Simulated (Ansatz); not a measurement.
## A constructed model of the (111)A surface of zinc-blende InSb (in the relaxation 2 In–In bonds formed; like top atoms buckled by 1.3 Å), In-terminated, In trimer, 2x2 (bottom of the slab: 3 H on 4 bottom sites)

Computed with PBE (plane waves to 420 eV, PAW; Ansatz, a first-principles code).

Slab: 38 atoms, 17.0 Å thick at the start with caps and adatoms; k 3x3x1, smearing 0.025 eV, dipole-corrected; 8 atoms held, the rest relaxed; start symmetry kept, larger cells not searched; no spin, no spin-orbit, no U. It is one candidate, not shown to be the stable structure of the face.

| Item | Result |
|---|---|
| gap of the slab on its k-mesh | 0.29 eV |
| highest filled level below the top vacuum level | 4.03 eV |
| energy released by relaxation | 1.92 eV |
| cost | very roughly 40 core-minutes |
